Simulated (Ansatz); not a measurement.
**Step by step: formation energy of the neutral V_Si in MoSi2 (I4/mmm)**

We look at the formation energy of the neutral V_Si in MoSi2 (I4/mmm). Reaction: 18 MoSi2 (I4/mmm) → cell A + Si (diamond).

A: a supercell of 54 sites of MoSi2 (I4/mmm) with one empty Si site amid 1 Si and 5 Mo; spin state with PBE: run without spin.

Method: Ansatz (a first-principles code), PAW, neutral cells at 0 K with nuclei at rest, on structures from PBE. Ansatz runs with its PAW set soft_1. Other levels take these structures. The lattices are those relaxed with PBE, so at other levels the solids can be strained, which adds to the spread. Larger cells are relaxed from a start prepared with the learned potential CHGNet, on a coarser mesh till forces fall under 0.03 eV/Å, which some starts already meet. A dispersion term (D3(BJ), or D4 for r2SCAN) was computed beside these levels and is taken off wherever the name lacks it. Space groups of crystals are read within 0.01 Å. Mesh and cell size may move defect energies by 0.1 eV or more. The value holds for the reservoirs listed; other chemical potentials shift it. Cell A has symmetry P4mm within 0.02 Å and got no random move, so less symmetric positions, which may lie lower, weren't tried.

Total energies of the cells in eV, at zero smearing width. They compare only within one column; the weights balance every element.

```csv
cell,atoms,weight,r2SCAN,RPBE
A: MoSi2:V_Si,53,+1,-111806.75579,-111718.98573
Si (diamond),2,+1/2,-1278.12992,-1277.80685
MoSi2 (I4/mmm),54,−1,-112448.87996,-112360.59519
```

r2SCAN: (-111806.75579) + 1/2 × (-1278.12992) − (-112448.87996) = 3.059 eV.

RPBE: (-111718.98573) + 1/2 × (-1277.80685) − (-112360.59519) = 2.706 eV.

What follows from the r2SCAN value: The value above is the Si-rich limit, with Si (diamond) as reservoir. The host forms with -0.47 eV/atom at this level, so before it gives way to its other element Δμ(Si) can go down to -0.47 × 3/2 = -0.70 eV (other compounds may narrow the range). The defect releases 1 Si, so the Si-poor limit is 3.06 + 1 × (-0.70) = 2.36 eV.

With the reservoirs of the reaction as written, and without entropy terms or charged states, the share of sites that hold the defect in equilibrium is exp(−3.06 eV/k_BT) = 3.8×10^-16 at 1000 K.
